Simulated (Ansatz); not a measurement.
An Ansatz (a quantum-chemistry and plane-wave program) input (PBE (Ansatz; PAW; 420 eV plane waves; no SOC)):

Ansatz 0.2 input:
```yaml
crystal:
  lattice:
    - [-1.4835855211, 1.4835855211, 4.448021013]
    - [1.4835855211, -1.4835855211, 4.448021013]
    - [1.4835855211, 1.4835855211, -4.448021013]
  atoms:
    - { symbol: Cr, position: [0.6714075241, 0.6714075241, 0] }
    - { symbol: Mo, position: [0, 0, 0] }
    - { symbol: Cr, position: [0.3285924759, 0.3285924759, 0] }
basis: { ecutwfc: 420, ecutrho_ratio: 4, xc_grid: 2, fft_grid_basis: typed }
kpoints: { mp_grid: { grid: [20, 20, 20] } }
hamiltonian:
  xc: pbe
  dispersion: none
  pseudopotentials: { kind: paw }
scf: { occupations: { method: fermi_dirac, width: 0.05 }, convergence: { dr2_threshold: 0.0000000003 } }
output: { forces: true, stress: true }
checkpoint: { write: state.ck, write_every: 1000 }
```

### Question
Which symmetry and how many k-points will the program report, and about how many plane waves at Γ?

### Answer
Space group I4/mmm (ITA 139) with 16 operations, k-points 641 of 8000, and 747 plane waves at Γ.

These are small ordered cells, not random alloys; other orderings at the same x differ. Stability against distortions was not tested. Seeded moments were not kept for x(Mo) = 0.333, 3 atoms, I4/mmm. The final runs are not spin-polarised. The cell was made from Cr by this change: x(Mo) = 0.333, 3 atoms, I4/mmm.
